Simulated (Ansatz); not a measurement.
BaTiO3, response to strain

The parent structure is BaTiO3 in the cubic perovskite structure (space group Pm-3m, No. 221).

```
BaTiO3
1.0
    3.96988     0.00000     0.00000
    0.00000     3.96988     0.00000
    0.00000     0.00000     3.96988
Ba Ti O
1 1 3
Direct
  0.00000   0.00000   0.00000
  0.50000   0.50000   0.50000
  0.00000   0.50000   0.50000
  0.50000   0.50000   0.00000
  0.50000   0.00000   0.50000
```

Cartesian axes are those of the cell as printed.

Strains are applied to the cell and any free atomic positions relax; under stress the whole cell relaxes.

The values are results of PBEsol (Ansatz, an electronic-structure program; PAW; 420 eV plane waves; scalar-relativistic without spin-orbit coupling), not measurements.

Candidates:
(a) isotropic strain −1.78 %
(b) uniaxial stress, 3 GPa compression along z
(c) uniaxial stress, 0.5 GPa tension along z
(d) uniaxial strain ε_yy = +2.01 %

Notes on the quantities. energy relative to the base: free energy F.

**Question.** Order them by energy relative to the base, lowest first.

**Answer.** (c) uniaxial stress, 0.5 GPa tension along z (0.0 meV/atom), (b) uniaxial stress, 3 GPa compression along z (+1.2 meV/atom), (d) uniaxial strain ε_yy = +2.01 % (+4.7 meV/atom), (a) isotropic strain −1.78 % (+21 meV/atom)

Beyond what the load breaks, stability against distortions was not tested. The final runs are not spin-polarised. Many cubic perovskites are stable only at high temperature; tilts and polar distortions were not tested. This is not the structure that BaTiO3 has at room temperature and ambient pressure.
